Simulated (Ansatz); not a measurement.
The starting structures come from a database of crystals and need not be the phases stable at ambient conditions.

 Where the default PAW files enter, the runs use the earlier of Ansatz's two default sets.

Inside the gap of an insulator the Bloch states are evanescent, with a wavenumber k + iκ along the transport direction.

Consider the following.

```
CELL_PARAMETERS angstrom
      5.55133     0.00000     0.00000
      0.00000     5.55133     0.00000
      2.77566    -2.77566     5.36477
ATOMIC_POSITIONS crystal
  Zn 0.25000 0.25000 0.50000
  Zn 0.00000 0.00000 0.00000
  Ge 0.75000 0.75000 0.50000
  Ge 0.50000 0.50000 0.00000
  P  0.87044 0.62500 0.75000
  P  0.62500 0.37956 0.25000
  P  0.37956 0.12500 0.75000
  P  0.12500 0.87044 0.25000
```

Space group of this cell: I-42d, chalcopyrite. The cell is strained (lengths across the current scaled by 1.02, ions clamped); by PBEsol its mean pressure is -3.6 GPa.

Transport runs along the normal of the first two printed cell vectors, the (001) (indices of the unstrained crystal) plane of the conventional cell.

No gap correction and no spin-orbit coupling; mid-gap values are interpolated between computed energies.

Problem. Estimate the band gap and the smallest decay constant κ at mid-gap that Ansatz (a first-principles code) with PBEsol returns for this system.

Solution. Gap 1.01 eV on a 6×6×6 mesh; κ = 0.072 1/Å, at the zone centre.
